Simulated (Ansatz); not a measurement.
## A computed series for Mg2Si: pressure series

Base system: Mg2Si (space group Fm-3m, No. 225; a = 6.364 Å).

Cell and atoms are relaxed at each pressure.

Method: PBE/PAW in Ansatz (a first-principles code), without spin-orbit coupling, earlier PAW set.

Notes on the quantities. enthalpy: H = E + PV relative to the base's energy.

| case | band gap | enthalpy | shortest interatomic distance | density |
|---|---|---|---|---|
| base | 0.22 eV | – | 2.756 Å | 1.98 g/cm³ |
| pressure −2 GPa | 0.27 eV | -0.27 eV/atom | 2.793 Å | 1.90 g/cm³ |
| pressure −1 GPa | 0.24 eV | -0.14 eV/atom | 2.774 Å | 1.94 g/cm³ |
| pressure 3 GPa | 0.16 eV | +0.39 eV/atom | 2.710 Å | 2.08 g/cm³ |
| pressure 7 GPa | 0.08 eV | +0.89 eV/atom | ? | ? |
| pressure 15 GPa | zero | +1.81 eV/atom | 2.587 Å | 2.39 g/cm³ |
| pressure 30 GPa | zero | +3.38 eV/atom | 2.490 Å | 2.68 g/cm³ |
| pressure 50 GPa | zero | +5.25 eV/atom | 2.402 Å | 2.98 g/cm³ |
| pressure 75 GPa | zero | +7.36 eV/atom | 2.324 Å | 3.30 g/cm³ |
| pressure 100 GPa | zero | +9.29 eV/atom | 2.265 Å | 3.56 g/cm³ |

Problem. Some entries are withheld; estimate them.

Solution. 
- pressure 7 GPa, shortest interatomic distance: 2.661 Å
- pressure 7 GPa, density: 2.19 g/cm³

The mesh was chosen for an insulator and is coarse for the gapless case. Load acts through the strain it causes; cell and atoms are relaxed under it. No phonon test of stability was made. Competing high-pressure phases were not computed. All final runs are without spin polarisation. A zero or small gap of Mg2Si can be the functional's error rather than a property of the material.
